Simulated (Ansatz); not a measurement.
The reference is GaN in the zinc blende structure (space group F-43m, No. 216; a = 4.498 Å). Axes: x, y, z lie along the cube axes.

Perturbation: tensor shear ε_xy = +1.71 % (engineering shear γ = 0.0342), atoms relaxed at fixed cell.

Level of theory: PBEsol (Ansatz, a quantum-chemistry and plane-wave program; PAW; 420 eV plane waves; no spin-orbit coupling).

Q: Give the band edges at the high-symmetry points of the new zone, measured from its valence-band maximum.

A: 
```json
[
 {"point": "Γ", "valence edge (eV)": "0.00", "conduction edge (eV)": "1.56"},
 {"point": "X", "valence edge (eV)": "-2.62", "conduction edge (eV)": "3.04"},
 {"point": "F₂", "valence edge (eV)": "-2.50", "conduction edge (eV)": "4.56"},
 {"point": "Σ₀", "valence edge (eV)": "-2.50", "conduction edge (eV)": "4.56"},
 {"point": "Y₀", "valence edge (eV)": "-2.15", "conduction edge (eV)": "4.88"},
 {"point": "U₀", "valence edge (eV)": "-2.15", "conduction edge (eV)": "4.88"},
 {"point": "R", "valence edge (eV)": "-1.12", "conduction edge (eV)": "4.31"},
 {"point": "W", "valence edge (eV)": "-3.84", "conduction edge (eV)": "6.00"},
 {"point": "S", "valence edge (eV)": "-0.96", "conduction edge (eV)": "4.63"},
 {"point": "T", "valence edge (eV)": "-2.87", "conduction edge (eV)": "3.10"}
]
```

The gap is 1.56 eV, direct at Γ.

The cells carry an imposed strain or load. Stability against distortions was not tested. This is not the structure that GaN has at room temperature and ambient pressure. Labels are those of the standard path for the cell's own space group.
